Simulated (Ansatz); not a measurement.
We consider BiVO₄ (I4₁/a, No. 88, 12 atoms in the cell; start COD 9012062; high-temperature phase), described by r²SCAN0 (Ansatz, a first-principles code, plane waves, PAW).

Settings: plane-wave cutoff 520 eV, 6×6×6 k mesh, Fermi–Dirac smearing 0.01 eV, no spin polarisation, scalar-relativistic PAW data made under PBE.

Cell (measured lattice):

```yaml
crystal:
  lattice:
    - [-2.57350, 2.57350, 5.86080]
    - [2.57350, -2.57350, 5.86080]
    - [2.57350, 2.57350, -5.86080]
  atoms:
    - { symbol: Bi, position: [0.00000, 0.00000, 0.00000] }
    - { symbol: Bi, position: [0.75000, 0.25000, 0.50000] }
    - { symbol: V, position: [0.50000, 0.50000, 0.00000] }
    - { symbol: V, position: [0.25000, 0.75000, 0.50000] }
    - { symbol: O, position: [0.30910, 0.42310, 0.38900] }
    - { symbol: O, position: [0.67010, 0.55910, 0.38600] }
    - { symbol: O, position: [0.03410, 0.92010, 0.61100] }
    - { symbol: O, position: [0.17310, 0.28410, 0.61400] }
    - { symbol: O, position: [0.44090, 0.82690, 0.11100] }
    - { symbol: O, position: [0.07990, 0.69090, 0.11400] }
    - { symbol: O, position: [0.71590, 0.32990, 0.88900] }
    - { symbol: O, position: [0.57690, 0.96590, 0.88600] }
```

Give the computed band gap, smallest direct gap on the k points sampled and direct gap at Γ.


band gap: 4.32 eV
smallest direct gap on the k points sampled: 4.41 eV
direct gap at Γ: 5.28 eV

Note: held by symmetry at 0 K, a high-temperature phase can be a saddle point; cell and atoms aren't relaxed at this level (largest force component 0.47 eV/Å, pressure -7.5 GPa).

Spin–orbit coupling is not included; with these elements it can move the gap by several tenths of an eV or more.

Computed values are for the static lattice.

Cost on a shared machine: roughly 40 core-minutes.
